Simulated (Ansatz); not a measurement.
**HfS2: uniaxial strain ε_zz = −1.50 %**

The parent structure is HfS2 in the CdI2 type structure (space group P-3m1, No. 164; a = 3.606 Å, c = 5.768 Å; layered, stacked along the Cartesian z axis). Axes: x lies along a and z along c of the hexagonal cell.

Perturbation: the cell is compressed by 1.50 % along z with no lateral relaxation; the atoms relax in the strained cell.

Level of theory: plane-wave PAW DFT at the PBE-D3(BJ) level (Ansatz, a first-principles code, 420 eV), no SOC. Γ-centred 11×11×6 mesh, Fermi–Dirac width 0.05 eV.

The volume per atom drops by 0.325 Å³ to 21.32 Å³ and the space group is still P-3m1 (No. 164). The shortest interatomic distance hardly moves (254.1 pm against 253.9 pm) and the energy goes up by 0.7 meV/atom. The pressure (mean of the normal stresses, compression positive) goes from zero to 0.34 GPa and the band gap decreases by 0.09 eV to 0.76 eV. The gap character stays indirect, Γ → L and the smallest direct gap decreases by 0.05 eV to 1.76 eV. The width of the top valence band increases by 0.10 eV (2.10 eV → 2.20 eV) and the valence-band top at Γ (three highest levels, from the VBM) comes out as 0.00, -0.27, -0.27 eV. The stress (xx, yy, zz, yz, xz, xy; compression positive) amounts to (0.14, 0.14, 0.73, 0.00, 0.00, 0.00) GPa.

Final structure:

```yaml
crystal:
  lattice:
    - [3.60570, 0.00000, 0.00000]
    - [-1.80285, 3.12262, 0.00000]
    - [0.00000, 0.00000, 5.68111]
  atoms:
    - { symbol: Hf, position: [0.00000, 0.00000, 0.00000] }
    - { symbol: S, position: [0.33333, 0.66667, 0.25576] }
    - { symbol: S, position: [0.66667, 0.33333, 0.74424] }
```

Spin-orbit coupling, missing from the scalar runs, can matter with Hf. Stability against distortions was not tested.
